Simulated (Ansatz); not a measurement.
The reference is Co in the hcp (Mg type) structure (space group P6_3/mmc, No. 194; ferromagnetic; relaxed with 0.1 eV smearing).

```xyz
2
Lattice="2.4563 0.0000 0.0000 -1.2281 2.1272 0.0000 0.0000 0.0000 3.9721" Properties=species:S:1:pos:R:3 pbc="T T T"
Co     0.0000     1.4181     2.9791
Co     1.2281     0.7091     0.9930
```

Cartesian axes are those of the cell as printed.

Calculations: PBEsol (Ansatz, a first-principles code; PAW; 420 eV plane waves; without spin-orbit coupling).

Before the change:

| Quantity | Value |
|---|---|
| Volume per atom | 10.38 Å³ |

The change: biaxial strain +1.66 %, plane normal [001], relaxed out of plane (Cartesian); in-plane vectors clamped, the third vector and the atoms free.

Q: What happens to the in-plane stress and volume per atom?

A: The mean in-plane stress (compression positive) comes out as -8.0 GPa; the volume per atom grows by 0.247 Å³ to 10.62 Å³.

The magnetic state is the one reached from the starting moments; the real material's order can differ, and small cells can't hold many antiferromagnetic ones. Stability against distortions was not tested.
